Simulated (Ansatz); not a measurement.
What biaxial strain −3.00 %, plane normal [001], relaxed out of plane does to Pd

Base system: Pd in the fcc (Cu type) structure (space group Fm-3m, No. 225; a = 3.910 Å; relaxed with 0.1 eV smearing). Axes: x, y, z lie along the cube axes.

One thing is altered: compressive biaxial strain of 3.00 % in the plane normal to [001], as in epitaxy on a mismatched substrate; the out-of-plane cell vector and the atoms relax.

Level of theory: r2SCAN, PAW, 500 eV (Ansatz, an electronic-structure program; spin-orbit coupling left out). Settings: 29×29×29 k-points, 0.1 eV Fermi–Dirac smearing.

The volume per atom shrinks by 0.23 Å³, from 14.95 Å³ to 14.72 Å³ and the space group becomes I4/mmm (No. 139) (base: Fm-3m (No. 225)). The energy grows by 13 meV/atom and the band gap is still zero. The out-of-plane strain is +4.63 % and the ratio −ε⊥/ε∥ comes out as 1.54. The mean in-plane stress (compression positive) comes out as +5.1 GPa.

Stability against distortions was not tested. The final runs are not spin-polarised. Pd has a high density of states at the Fermi level and may be magnetic at this level.
